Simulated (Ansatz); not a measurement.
## How the bulk modulus B0 of GaAlAs2 (model structure, P-4m2, No. 115, 4 atoms in the cell) moves with the method

No measured value is used here.

Task: Put these levels in order of the bulk modulus B0 that they give for GaAlAs2 (model structure, P-4m2, No. 115, 4 atoms in the cell), smallest first: LDA (Ansatz, an electronic-structure program), PBE (Ansatz), PBEsol (Ansatz).

Result: PBE (64.2 GPa), PBEsol (70.9 GPa), LDA (75.1 GPa)

Unless a cell is named, each level is at its own relaxed cell (LDA 22.15, PBE 23.61, PBEsol 22.76 Å³/atom).

PBEsol, LDA, PBE: the bulk modulus is −V dP/dV from two relaxed cells at ±2 % in volume. Each level is taken at its own relaxed cell. Ansatz's density-functional and Hartree–Fock values are scalar-relativistic unless marked +SOC, with PAW data made under PBE.

A model structure was made by putting elements into a prototype or built by hand; it is no filed structure, need not be a known phase, and can be a saddle point held by its symmetry.
